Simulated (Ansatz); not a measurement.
## A computed series for TiC: response to strain

The reference is TiC in the rock salt structure (space group Fm-3m, No. 225).

```xyz
2
Lattice="0.0000 2.1639 2.1639 2.1639 0.0000 2.1639 2.1639 2.1639 0.0000" Properties=species:S:1:pos:R:3 pbc="T T T"
C      0.0000     0.0000     0.0000
Ti     2.1639     2.1639     2.1639
```

Cartesian axes are those of the cell as printed.

Strains are applied to the cell and any free atomic positions relax; under biaxial strain the out-of-plane vector relaxes too.

Level of theory: Ansatz (a first-principles code) r2SCAN, no spin-orbit coupling.

Candidates:
(a) uniaxial strain ε_zz = −2.15 %
(b) uniaxial strain ε_yy = −3.76 %
(c) uniaxial strain ε_zz = +4.70 %
(d) biaxial strain −0.84 %, plane normal [001], relaxed out of plane
(e) biaxial strain −1.24 %, plane normal [001], relaxed out of plane

Notes on the quantities. energy relative to the base: free energy F.

Task: Order them by energy relative to the base, highest first.

Result: (c) uniaxial strain ε_zz = +4.70 % (+31 meV/atom), (b) uniaxial strain ε_yy = −3.76 % (+27 meV/atom), (a) uniaxial strain ε_zz = −2.15 % (+8.4 meV/atom), (e) biaxial strain −1.24 %, plane normal [001], relaxed out of plane (+6.1 meV/atom), (d) biaxial strain −0.84 %, plane normal [001], relaxed out of plane (+2.7 meV/atom)

Without a gap, meshes like the base's 18×18×18 leave anisotropic stresses uncertain by several tenths of a GPa, and small strain energies with them. No phonon test of stability was made. All final runs are without spin polarisation.
